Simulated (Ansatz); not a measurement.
The starting structures come from a database of crystals and need not be the phases stable at ambient conditions.

Tunnelling through a barrier is set by its complex band structure: the current falls as exp(−2κd) with the smallest κ.

```
CELL_PARAMETERS angstrom
      6.74772     0.00000     0.00000
      2.40002     6.30647     0.00000
      2.59209     1.78699     8.21847
ATOMIC_POSITIONS crystal
  Ba 0.59566 0.40434 0.75000
  Ba 0.40434 0.59566 0.25000
  H  0.86053 0.28661 0.38667
  H  0.13947 0.71339 0.61333
  H  0.71339 0.13947 0.11333
  H  0.28661 0.86053 0.88667
  H  0.71979 0.12749 0.44810
  H  0.28021 0.87251 0.55190
  H  0.87251 0.28021 0.05190
  H  0.12749 0.71979 0.94810
  I  0.77387 0.80983 0.85078
  I  0.22613 0.19017 0.14922
  I  0.19017 0.22613 0.64922
  I  0.80983 0.77387 0.35078
  O  0.72228 0.28652 0.05524
  O  0.27772 0.71348 0.94476
  O  0.71348 0.27772 0.44476
  O  0.28652 0.72228 0.55524
```

Space group of this cell: C2/c. The cell is taken as given; by r2SCAN its mean pressure is -1.3 GPa.

Transport runs along the normal of the first two printed cell vectors.

No gap correction and no spin-orbit coupling; mid-gap values are interpolated between computed energies.

Task: Estimate the band gap and the smallest decay constant κ at mid-gap that r2SCAN run with Ansatz (a program for electronic structure) returns for this system.

Result: Gap 4.34 eV on a 6×6×4 mesh; κ = 0.293 1/Å, at the zone centre.
